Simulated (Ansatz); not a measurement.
For HfSi (model structure, from the WC type, P-6m2, No. 187), PBE-D3(BJ) (PAW; Ansatz, a program for electronic structure) gives:

| Quantity | Value |
|---|---|
| lattice constant a | 3.060 Å |
| c axis length | 4.326 Å |
| formation enthalpy | -0.434 eV/atom |

Problem. What does r²SCAN (Ansatz, PAW) give for the same quantities?

Solution. 
- lattice constant a: 3.098 Å (goes up by 1.2 %)
- lattice parameter c: 4.316 Å (decreases by 0.2 %)
- formation enthalpy: -0.343 eV/atom (moves by +0.091 eV/atom)

Changes are worked out from the printed values.

Unless a cell is named, each level is at its own relaxed cell (PBE-D3(BJ) 17.54, r²SCAN 17.94 Å³/atom).

Levels without +SOC leave out spin–orbit coupling, which shifts energies and cells of such heavy elements.

Ansatz's density-functional and Hartree–Fock values are scalar-relativistic unless marked +SOC, with PAW data made under PBE.

A model structure was made by putting elements into a prototype or built by hand; it is no filed structure, need not be a known phase, and can be a saddle point held by its symmetry.
